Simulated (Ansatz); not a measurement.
The starting structures come from a database of crystals and need not be the phases stable at ambient conditions.

The decay constant κ of evanescent states in the gap governs leakage through a thin film.

Data:

```yaml
crystal:
  lattice:
    - [4.72108, 0.00000, 0.00000]
    - [0.00000, 7.63690, 0.00000]
    - [2.36054, 0.00000, 4.03615]
  atoms:
    - { symbol: Cd, position: [0.15153, 0.00017, 0.69694] }
    - { symbol: Cd, position: [0.84847, 0.50017, 0.30306] }
    - { symbol: Te, position: [0.81781, 0.12483, 0.36438] }
    - { symbol: Te, position: [0.18219, 0.62483, 0.63562] }
```

Space group of this cell: Cmc2_1. The cell is taken as given; by r2SCAN its mean pressure is -1.2 GPa.

Transport runs along the normal of the first two printed cell vectors.

No gap correction and no spin-orbit coupling; mid-gap values are interpolated between computed energies.

Problem. Compute, with r2SCAN in Ansatz (a program for electronic structure), the band gap and the smallest decay constant κ at mid-gap.

Solution. Gap 1.11 eV on a 8×4×8 mesh; κ = 0.085 1/Å, at the zone centre.
